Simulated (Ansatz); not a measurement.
Al₂Cu (I4/mcm, No. 140) was calculated with BLYP in Ansatz (plane waves, PAW).

Numerical settings: plane-wave cutoff 520 eV, 14×14×14 k mesh, Fermi–Dirac smearing 0.05 eV, no spin polarisation, scalar-relativistic PAW data made under PBE.

A third-order Birch–Murnaghan fit to the energies gives V0 = 15.622 Å³/atom, B0 = 80.6 GPa, B′ = 4.9.

```csv
V (Å³/atom),P (GPa)
14.997,[?]
15.309,[?]
15.622,0.00
15.934,[?]
16.246,[?]
```

### Question
Estimate the withheld pressures from this fit; the answers are the runs' own values.

### Answer

- 14.997, P (GPa): 3.64
- 15.309, P (GPa): 1.72
- 15.934, P (GPa): -1.52
- 16.246, P (GPa): -2.87

The formula P = (3/2) B0 (x^(7/3) − x^(5/3)) [1 + (3/4)(B′ − 4)(x^(2/3) − 1)] with x = V0/V meets the computed pressures within 0.01 GPa when these rounded values are put in.

Shape and atoms are relaxed at each volume.

Note: the volume lies 6 % above that of the published cell; the bulk modulus comes from volumes at which shape and atoms were relaxed.

Static lattice: no zero-point or thermal effects.

Ansatz is a program for electronic structure.
